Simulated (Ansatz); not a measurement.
**TaAl (model structure, Fm-3m, No. 225, 2 atoms in the cell): bulk modulus B0 by level of theory**

No measured value is used here.

| level (code) | value (GPa) | cell (Å³/atom) |
|---|---|---|
| LDA (Ansatz) | 137 | 17.43 |
| PBE (Ansatz) | 122 | 18.44 |
| PBEsol (Ansatz) | 130 | 17.89 |
| r²SCAN (Ansatz) | … | 18.14 |

### Question
Some entries are withheld; supply them.

### Answer

- r²SCAN (Ansatz, a program for electronic structure), value (GPa): 128

Density-functional levels without +SOC have no spin–orbit coupling. LDA, PBE, PBEsol, r²SCAN: the bulk modulus is −V dP/dV from two relaxed cells at ±2 % in volume. Each level is taken at its own relaxed cell. Cutoffs differ between the levels. Ansatz's density-functional and Hartree–Fock values are scalar-relativistic unless marked +SOC, with PAW data made under PBE.

A model structure was made by putting elements into a prototype or built by hand; it is no filed structure, need not be a known phase, and can be a saddle point held by its symmetry.
